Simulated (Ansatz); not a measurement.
## What biaxial strain +4.86 %, plane normal [001], relaxed out of plane does to Ir

Start from Ir in the fcc (Cu type) structure (space group Fm-3m, No. 225; a = 3.844 Å). Axes: x, y, z lie along the cube axes.

One thing is altered: biaxial strain +4.86 %, plane normal [001], relaxed out of plane (Cartesian); in-plane vectors clamped, the third vector and the atoms free.

Level of theory: r2SCAN (Ansatz, a program for electronic structure; PAW; 500 eV plane waves; spin-orbit coupling left out). k-mesh 21×21×21 (Γ-centred); smearing 0.05 eV (Fermi–Dirac).

Volume per atom: 15.04 Å³ (base 14.20 Å³)
Space group: I4/mmm (No. 139) (base Fm-3m (No. 225))
Energy relative to the base (free energy F): +123 meV/atom
Band gap: zero (base zero)
Out-of-plane strain: -3.72 % (rough)
Mean in-plane stress (compression positive): -25.8 GPa (rough)

Final structure (turned so that z lies along the plane normal):

```xyz
1
Lattice="2.8505 0.0000 0.0000 0.0000 2.8505 0.0000 1.4253 -1.4253 1.8506" Properties=species:S:1:pos:R:3 pbc="T T T"
Ir     0.0000     0.0000     0.0000
```

Without a gap, meshes like the base's 21×21×21 leave anisotropic stresses uncertain by several tenths of a GPa, and small strain energies with them. No phonon test of stability was made. All final runs are without spin polarisation.
